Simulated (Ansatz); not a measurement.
Input:

```
Na
1.0
   -1.63507     1.63507     1.63507
    1.63507    -1.63507     1.63507
    1.63507     1.63507    -1.63507
Na
1
Cartesian
  0.00000   0.00000   0.00000
```

No spin polarisation.

A single point on Na with a change (pressure 22.5 GPa), its geometry relaxed with PBEsol.

The values are results of r2SCAN, PAW, 500 eV (Ansatz, a quantum-chemistry and plane-wave program; scalar-relativistic without spin-orbit coupling), not measurements. Settings: 16×16×16 k-points, 0.05 eV Fermi–Dirac smearing.

What band gap does the calculation give?

Zero.

What pressure does the calculation give?

24.3 GPa.

Single points use the geometry relaxed with PBEsol. Load acts through the strain it causes; cell and atoms are relaxed under it. No phonon test of stability was made. No other phases were tried under pressure. The cell was made from Na in the bcc (W type) structure (space group Im-3m, No. 229) by this change: pressure 22.5 GPa.
